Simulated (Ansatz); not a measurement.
The parent structure is BP in the zinc blende structure (space group F-43m, No. 216).

```yaml
crystal:
  lattice:
    - [0.00000, 2.26829, 2.26829]
    - [2.26829, 0.00000, 2.26829]
    - [2.26829, 2.26829, 0.00000]
  atoms:
    - { symbol: P, position: [0.25000, 0.25000, 0.25000] }
    - { symbol: B, position: [0.00000, 0.00000, 0.00000] }
```

Cartesian axes are those of the cell as printed.

Calculations: r2SCAN in Ansatz (plane waves to 500 eV, PAW, scalar-relativistic without spin-orbit coupling).

Strains are applied to the cell and any free atomic positions relax; under biaxial strain the out-of-plane vector relaxes too.

One change was made to it. Results:

```csv
quantity,base,after
band gap,1.41 eV,1.27 eV
shortest interatomic distance,1.964 Å,1.978 Å
```

Q: Which of these changes matches the shifts?
A) uniaxial strain ε_xx = +5.50 %
B) biaxial strain −1.02 %, plane normal [001], relaxed out of plane
C) biaxial strain +2.18 %, plane normal [110], relaxed out of plane
D) biaxial strain −1.76 %, plane normal [111], relaxed out of plane
E) biaxial strain +4.10 %, plane normal [111], relaxed out of plane

A: C, biaxial strain +2.18 %, plane normal [110], relaxed out of plane. For comparison, the shortest interatomic distance in the other runs: biaxial strain −1.76 %, plane normal [111], relaxed out of plane gives 1.938 Å; biaxial strain −1.02 %, plane normal [001], relaxed out of plane gives 1.954 Å; biaxial strain +4.10 %, plane normal [111], relaxed out of plane gives 1.967 Å; uniaxial strain ε_xx = +5.50 % gives 2.001 Å.

A biaxial case was relaxed in a doubled cell and then solved in the primitive one. No phonon test of stability was made.

Ansatz is a quantum-chemistry and plane-wave program.
